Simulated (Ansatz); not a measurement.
Energy from pressure between two volumes: Ta (Im-3m, 1 atom in the cell)

```
CELL_PARAMETERS angstrom
     -1.65825     1.65825     1.65825
      1.65825    -1.65825     1.65825
      1.65825     1.65825    -1.65825
ATOMIC_POSITIONS crystal
  Ta 0.00000 0.00000 0.00000
```

Computed with PBE, PAW files (plane waves; Ansatz, a first-principles code).

Settings: basis.ecutwfc = 1010 eV; kpoints.mp_grid.grid = 14 14 14; hamiltonian.xc = pbe; hamiltonian.pseudopotentials = {kind: paw} (the program's default PAW files); scf.occupations.method = gaussian; scf.occupations.width = 0.1 eV. This cutoff ends a ladder whose last two steps agree within 1 meV/atom.

The second cell is the first with its lattice scaled by 0.98, at the same fractional positions.

The starting cell has typed, rounded lattice constants, without a prior relaxation at this level. Its lattice was rescaled by up to half a per cent. Spin polarisation is off. Ansatz's pressure includes its estimate of the finite-basis (Pulay) stress.

| cell | volume (Å³/atom) | pressure (GPa) | F less the first cell's (meV/atom) |
|---|---|---|---|
| first | 18.2394 | 0.46 | 0.00 |
| second | 17.1668 | 14.30 | ? |

Question: Estimate the energy of the second cell from the pressures, and the bulk modulus between the two volumes.

Answer: With P = −dF/dV, the trapezoid gives ΔF ≈ −(P₁ + P₂)/2 · ΔV = −(7.380 GPa) · (-1.0726 Å³) = 49.41 meV/atom (1 eV/Å³ = 160.22 GPa). The modulus at fixed fractional positions is B = −ΔP/Δln V = 228 GPa, a mean over the interval; zero pressure lies outside it, so this is not the modulus at equilibrium. P(V) is curved, so the trapezoid lies high by about |ΔV|³·B·(1 + B′)/(12·V̄²) = 2.34 meV/atom for an assumed B′ = 4, which leaves 47.07 meV/atom. The runs gave 47.31 meV/atom, a miss of 0.24 meV/atom. Cases were kept where this miss is small, so the page shows the method and is no test of it.

Left out of this page: 15 runs of the series outside the window shown, repeating another row's setting, or not comparable.

Keys are those of Ansatz 0.2.
